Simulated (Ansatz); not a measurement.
**Fe in the bcc (W type) structure (space group Im-3m, No. 229; ferromagnetic)**

```
Fe
1.0
   -1.43226     1.43226     1.43226
    1.43226    -1.43226     1.43226
    1.43226     1.43226    -1.43226
Fe
1
Direct
  0.00000   0.00000   0.00000
```

Level of theory: r2SCAN, PAW, 500 eV (Ansatz, a quantum-chemistry and plane-wave program; scalar-relativistic without spin-orbit coupling). k-mesh 23×23×23 (Γ-centred); smearing 0.05 eV (Fermi–Dirac).

Volume per atom: 11.75 Å³
Density: 7.89 g/cm³
Band gap: zero
Magnetic state: ferromagnetic
Total energy: -4485.892 eV/atom (σ→0; compares only within this code and set-up)

The magnetic state is the one reached from the starting moments; the real material's order can differ, and small cells can't hold many antiferromagnetic ones. Stability against distortions was not tested.
